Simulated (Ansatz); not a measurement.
**CoPdO2 with two functionals, isotropic strain −3.53 %**

The reference is CoPdO$_{2}$ (space group R-3m, No. 166; a = 2.862 Å, c = 17.859 Å (hexagonal axes); not spin-polarised; relaxed with 0.1 eV smearing).

(Cell as relaxed with PBE.)

Levels (all Ansatz, an electronic-structure program, PAW, earlier PAW set): PBE (420 eV, no spin-orbit coupling); r2SCAN (500 eV, spin-orbit coupling left out).

Each level relaxes its own structure.

| base | PBE | r2SCAN |
|---|---|---|
| volume per atom | 10.56 Å³ | 10.23 Å³ |
| lattice parameter a | 2.862 Å | 2.825 Å |
| band gap | zero | zero |

One thing is altered: an isotropic linear strain of −3.53 %, atoms relaxed at fixed cell.

```tsv
quantity	PBE	r2SCAN
energy relative to the base (free energy F)	+88 meV/atom	…
pressure (mean of the normal stresses, compression positive)	28.9 GPa	…
largest internal atomic displacement	0.013 Å	…
```

**Question.** What does r2SCAN give?

**Answer.** 
- energy relative to the base (free energy F), r2SCAN: +96 meV/atom
- pressure (mean of the normal stresses, compression positive), r2SCAN: 32.8 GPa
- largest internal atomic displacement, r2SCAN: 0.013 Å

PBE's energy relative to the base lies 8.8 meV/atom below r2SCAN's; PBE's pressure lies 3.9 GPa below r2SCAN's; the two agree on the largest internal atomic displacement. Neither level is exact; r2SCAN is the comparison here, not a measurement.

No phonon test of stability was made. Seeded moments were not kept for the base. No Hubbard U is applied and the magnetic state is the run's own (CoPdO2 not spin-polarised; CoPdO2 non-magnetic); small cells can't hold the antiferromagnetic order that many such compounds have, so gaps and moments can be off. The final runs are not spin-polarised. An odd electron count without spin: CoPdO2.
